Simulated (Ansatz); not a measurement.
Start from Zr in the hcp (Mg type) structure (space group P6_3/mmc, No. 194; relaxed with 0.1 eV smearing).

```xyz
2
Lattice="3.1438 0.0000 0.0000 -1.5719 2.7226 0.0000 0.0000 0.0000 5.0928" Properties=species:S:1:pos:R:3 pbc="T T T"
Zr     1.5719     0.9075     3.8196
Zr     0.0000     1.8151     1.2732
```

Cartesian axes are those of the cell as printed.

All numbers come from Ansatz (a quantum-chemistry and plane-wave program), LDA, PAW, cutoff 420 eV, no spin-orbit coupling.

Before the change:

The pressure is 0.0 GPa and the band gap comes out as zero.

It is then changed as follows: uniaxial strain ε_xx = +2.00 %, all other strain components held at zero; the atoms relax in the strained cell.

Question: Estimate the effect on the energy relative to the base, pressure, largest internal atomic displacement and band gap.

Answer: The energy goes up by 3.5 meV/atom; the pressure (mean of the normal stresses, compression positive) goes from zero to -2.0 GPa; the largest internal atomic displacement is 0.031 Å; the band gap remains zero.

Whether these cells are dynamically stable was not tested. All final runs are without spin polarisation.
